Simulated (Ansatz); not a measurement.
A one-dimensional Cd body, 1 atoms a period, stretched and compressed along its axis from its relaxed period of 3.226 Å, atoms relaxed at each length.

```yaml
crystal:
  lattice:
    - [11.00000, 0.00000, 0.00000]
    - [0.00000, 11.00000, 0.00000]
    - [0.00000, 0.00000, 3.22623]
  atoms:
    - { symbol: Cd, position: [0.50000, 0.50000, 0.00000] }
```

Level of theory: PBE (plane waves to 420 eV, PAW; Ansatz, a quantum-chemistry and plane-wave program). Mesh 1×1×112. No spin polarisation. Isolated but for its images some 11 Å away. A hypothetical model. Only distortions within the start's symmetry and period were free. Pairing along the axis, which can open a gap, is among the distortions not tried. Buckling under compression is shut out by symmetry and the short period. Energies are free energies at a Fermi–Dirac width of 0.02 eV, from the unstrained cell.

```csv
strain (%),energy (meV a period),axial force (nN),PBE gap (eV)
-3.0,+2,-0.06,0.61
-1.5,?,?,?
0.0,0,0.00,0.90
+1.5,0,+0.02,1.04
+3.0,?,?,?
```

### Question
Complete the blanks.

### Answer

- -1.5, energy (meV a period): 0
- -1.5, axial force (nN): -0.03
- -1.5, PBE gap (eV): 0.76
- +3.0, energy (meV a period): +1
- +3.0, axial force (nN): +0.04
- +3.0, PBE gap (eV): 1.17
